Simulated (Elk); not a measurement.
Input and output of a self-consistent single point for GaAs (F-43m, 2 atoms in the cell) (Elk).

Computed with PBE, all-electron FP-LAPW, Elk's shipped species files, APW+lo basis with extra local orbitals run with Elk 10.2.4.

```yaml
crystal:
  lattice:
    - [0.00000, 2.93460, 2.93460]
    - [2.93460, 0.00000, 2.93460]
    - [2.93460, 2.93460, 0.00000]
  atoms:
    - { symbol: Ga, position: [0.00000, 0.00000, 0.00000] }
    - { symbol: As, position: [0.25000, 0.25000, 0.25000] }
```

Reference input (self-consistent single point, DFT, PBE, all-electron FP-LAPW, Elk's shipped species files, APW+lo basis with extra local orbitals): xctype = 20; rgkmax = 8; stype = 0; swidth = 0.00734986 Ha; ngridk = 7 7 7; gmaxvr = 16 1/bohr; nxlo = 2; lorbcnd = true; rmtscf = 0.94; lmaxi = 3. This run's input differs from it in these lines:

```diff
@@ -51,3 +51,3 @@
 ngridk
-  7 7 7
+  5 5 5
```

Log, with long lists cut:

```
│ Self-consistent loop started │
│ Loop number : 1 │
 total energy                :     -4209.89341440
│ Loop number : 2 │
 total energy                :     -4209.87390227
RMS change in Kohn-Sham potential (target) :   0.1517658448     (  0.1000000000E-05)
Absolute change in total energy (target)   :   0.1951213382E-01 (  0.1000000000E-03)
│ Loop number : 3 │
 total energy                :     -4209.68513491
RMS change in Kohn-Sham potential (target) :   0.1462282216     (  0.1000000000E-05)
Absolute change in total energy (target)   :   0.1936453935     (  0.1000000000E-03)
│ Loop number : 4 │
   [... lines left out ...]
Absolute change in total energy (target)   :   0.8327772612E-03 (  0.1000000000E-03)
│ Loop number : 13 │
 total energy                :     -4205.39581838
RMS change in Kohn-Sham potential (target) :   0.1869815402E-06 (  0.1000000000E-05)
Absolute change in total energy (target)   :   0.2238197667E-03 (  0.1000000000E-03)
│ Loop number : 14 │
 total energy                :     -4205.39581393
RMS change in Kohn-Sham potential (target) :   0.1072048927E-06 (  0.1000000000E-05)
Absolute change in total energy (target)   :   0.6039986511E-04 (  0.1000000000E-03)
Convergence targets achieved

│ Loop number : 15 │

Energies :
 Fermi                       :     0.145897679539
 total energy                :     -4205.39581009

Density of states at Fermi energy :    3.434471284
 (states/Hartree/unit cell)

Estimated indirect band gap :   0.2816457387E-01
 from k-point      1 to k-point      4
Estimated direct band gap   :   0.5854688409E-01
 at k-point      2

Charges :
 core                        :    36.00000000
 valence                     :    28.00000000
 interstitial                :    3.602499209
 muffin-tins (core leakage)
  species :    1 (Ga)
   atom    1                 :    29.31441475     (  0.1604493540E-02)
  species :    2 (As)
   atom    1                 :    31.08308604     (  0.3417698188E-03)
 total in muffin-tins        :    60.39750079
 total calculated charge     :    63.98508303
 total charge                :    64.00000000
 error                       :   0.1491696517E-01

│ Self-consistent loop stopped │
```

The run converged in 15 iterations. The count includes the last loop, which Elk runs after its targets are met. Against the reference run the total energy rises by 23.7 meV/atom.

The starting cell comes from a database of computed structures (which also holds hypothetical and non-ambient phases and stackings), without a prior relaxation at this level. Its lattice was rescaled by a random factor within 2.5 % of one. Values depend on the basis (sphere radii, cutoffs, local orbitals), which need not be converged. The run gives no clean gap (levels at the Fermi energy touch, overlap or are partly filled at this smearing), which alone does not show that the compound is a metal. The log's line on a gap gives a spacing of levels on this mesh, which the program prints for metals too.
